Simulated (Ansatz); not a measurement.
## RhSb (model structure, started from the CoSn type, P6/mmm, No. 191, 6 atoms in the cell)

Level of theory: PBEsol in Ansatz (PAW).

Numerical settings: plane-wave cutoff 520 eV, 12×12×12 k mesh, Fermi–Dirac smearing 0.05 eV, no spin polarisation, scalar-relativistic PAW data made under PBE.

Cell (relaxed at this level):

```xyz
6
Lattice="5.6238 0.0000 0.0000 -2.8119 4.8703 0.0000 0.0000 0.0000 4.2289" Properties=species:S:1:pos:R:3 pbc="T T T"
Rh     2.8119     0.0000     0.0000
Rh     1.4059     2.4352     0.0000
Rh    -1.4059     2.4352     0.0000
Sb     0.0000     0.0000     0.0000
Sb     0.0000     3.2469     2.1145
Sb     2.8119     1.6234     2.1145
```

| Property | Result |
|---|---|
| bulk modulus | 147 GPa |

Note: the run has no spin polarisation, so it can have missed a magnetic state; the bulk modulus is −V dP/dV from two relaxed cells at ±2 % in volume; the relaxation could raise the start's symmetry but not lower it, so the cell can be a saddle point.

Spin–orbit coupling is not included; it can open a gap where bands touch, and shift volumes and moduli.

The computed numbers hold no vibrational or temperature effects.

Cost on a shared machine: about 6 core-minutes (a rough figure).

A model structure was made by putting elements into a prototype or built by hand; it is no filed structure, need not be a known phase, and can be a saddle point held by its symmetry.

Ansatz is a quantum-chemistry and plane-wave program.
